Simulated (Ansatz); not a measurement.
Results of r²SCAN0 (plane waves, PAW; Ansatz, an electronic-structure program) for InGa₃N₄ (P3m1, No. 156, 8 atoms in the cell; start mp-1223879).

Output (set-up and result lines):

```
WARN output.stress: scf.exx.energy_threshold = 1e-6 eV is looser than the 8e-8 eV advised for a stress under a hybrid functional (1e-8 eV for each atom of the …
Crystal: 8 atoms, lattice volume = 98.840 Å³
Basis set: ecut = 520 eV, 2619 PW (Γ), exchange–correlation on 75×75×240 points (27 copies of the dense FFT grid, shifted against one another)
Bands: 44, of which v1, the nominal top of the filled ones, is band 36 counted from 1 (35 counted from 0)
Symmetry: 6 space group operations
Space group: P3m1 (ITA 156), of the structure as read, at distance tolerance 4.6e-5 Å
k-points: 24 of 162 (time reversal used)
Functional: x = r2scan, c = r2scan; τ floored in thin density (d = 2e-4 eV/Å³), warm-up for x = 0.75 r2scan + 0.25 exact, c = r2scan; τ floored in thin density (d = 2e-4 eV/Å³)
SCF iter   1: F=—  HF=-18525.383582 eV  |F-HF|=—  |Δ(HF+E_count)|=         —  Δρ=1.22e-2  dr2=6.84e-2  dr2_τ=3.53e-1
SCF iter   2: F=—  HF=-18525.498489 eV  |F-HF|=—  |Δ(HF+E_count)|=   1.15e-1  Δρ=4.86e-3  dr2=2.61e-2  dr2_τ=1.15e-3
  ...
Crystal: 8 atoms, lattice volume = 98.840 Å³
Initial density: handed on by an earlier stage of this run
Functional: x = 0.75 r2scan + 0.25 exact, c = r2scan; τ floored in thin density (d = 2e-4 eV/Å³)
Crystal: 8 atoms, lattice volume = 98.840 Å³
SCF iter   5: F=—  HF=-18520.833955 eV  |F-HF|=—  |Δ(HF+E_count)|=   2.84e-8  Δρ=2.63e-6  dr2=6.43e-9  dr2_τ=2.88e-10
SCF iter   6: F=-18520.833955 eV  HF=-18520.833955 eV  |F-HF|=2.44e-10  |Δ(HF+E_count)|=   1.18e-9  Δρ=7.93e-7  dr2=7.48e-10  dr2_τ=2.20e-11
SCF 3 converged in 6 iterations: F = -18520.833955 eV  dr2 = 7.48e-10
Free energy (F): -18520.833955 eV
Internal energy: -18520.833955 eV  (E = F + TS)
E sigma→0 (E₀):  -18520.833955 eV
Fermi energy:    10.118404 eV
--- Forces (eV/Å), atoms counted from 1 ---
  atom   1  In     0.00000000     0.00000000     0.23619807
  atom   2  Ga     0.00000000     0.00000000    -0.00840044
  atom   3  Ga    -0.00000000     0.00000000    -0.11113799
  atom   4  Ga    -0.00000000    -0.00000000    -0.04963581
  atom   5  N      0.00000000     0.00000000    -0.19019100
  atom   6  N      0.00000000     0.00000000     0.05386616
  atom   7  N      0.00000000    -0.00000000     0.04456952
  atom   8  N     -0.00000000    -0.00000000     0.02474323
--- Stress (GPa, compression-positive) ---
       -3.055967       0.000000      -0.000000
        0.000000      -3.055967       0.000000
       -0.000000       0.000000      -3.772059
  P = ⅓ Tr σ = -3.2947 GPa (-32.947 kbar)
```

Question: Write an input file that could have produced this run (the log leaves some choices open).

Answer: One answer among several that fit: 
Ansatz 0.2 input:
```yaml
crystal:
  lattice:
    - [3.2638933359, 0.0, 0.0]
    - [-1.631946668, 2.8266145442, 0.0]
    - [0.0, 0.0, 10.7134779549]
  atoms:
    - { symbol: In, position: [0.0, 0.0, 0.9978599162] }
    - { symbol: Ga, position: [0.6666666667, 0.3333333333, 0.2593657659] }
    - { symbol: Ga, position: [0.6666666667, 0.3333333333, 0.7380112454] }
    - { symbol: Ga, position: [0.0, 0.0, 0.4985485758] }
    - { symbol: N, position: [0.6666666667, 0.3333333333, 0.0798450172] }
    - { symbol: N, position: [0.6666666667, 0.3333333333, 0.5560976679] }
    - { symbol: N, position: [0.0, 0.0, 0.3167110009] }
    - { symbol: N, position: [0.0, 0.0, 0.7953608107] }
basis:
  ecutwfc: 520
  ecutrho_ratio: 4
  xc_grid: 3
kpoints:
  mp_grid: { grid: [9, 9, 2] }
hamiltonian:
  xc: r2scan0
  dispersion: none
  pseudopotentials: { kind: paw }
scf:
  occupations: { method: fermi_dirac, width: 0.01 }
  convergence: { dr2_threshold: 0.0000000008 }
output:
  forces: true
  stress: true
  eigenvalues: true
```

The PAW data were made under PBE.

Note: cell and atoms aren't relaxed at this level (largest force component 0.24 eV/Å, pressure -3.3 GPa).

A start named mp-… is a Materials Project structure, which need not be a measured phase.
